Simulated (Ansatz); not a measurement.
```xyz
8
Lattice="3.8787 0.0000 0.0000 -1.9393 3.3590 0.0000 0.0000 0.0000 12.8550" Properties=species:S:1:pos:R:3 pbc="T T T"
Cd     0.0000     2.2394     0.0566
Zn     0.0000     2.2394     6.4299
Zn     1.9393     1.1197     9.5114
Zn     1.9393     1.1197     3.3408
S      0.0000     2.2394     8.7652
S      0.0000     2.2394     2.5848
S      1.9393     1.1197    11.8361
S      1.9393     1.1197     5.6761
```

No spin polarisation.

All numbers come from Ansatz (a first-principles code) r2SCAN, no SOC. Settings: 10×10×3 k-points, 0.05 eV Fermi–Dirac smearing.

Task: What is the computed electron mass?

Result: 0.17 mₑ along c, 0.20 mₑ across (at Γ).

Task: Predict the gap character (in this cell's own zone, which can be folded).

Result: Direct at Γ.

Task: Estimate the valence-band top at Γ (three highest levels, from the VBM).

Result: 0.00, 0.00, -0.31 eV.

Task: What is the computed band gap?

Result: 2.12 eV.

Each cell is one ordered arrangement of few atoms, which overstates ordering effects compared with a random alloy. Masses are band curvatures over ±0.01 Å⁻¹ around the edge. Stability against distortions was not tested. The cell was made from CdS by this change: x(Zn) = 0.75, 8 atoms, P3m1.
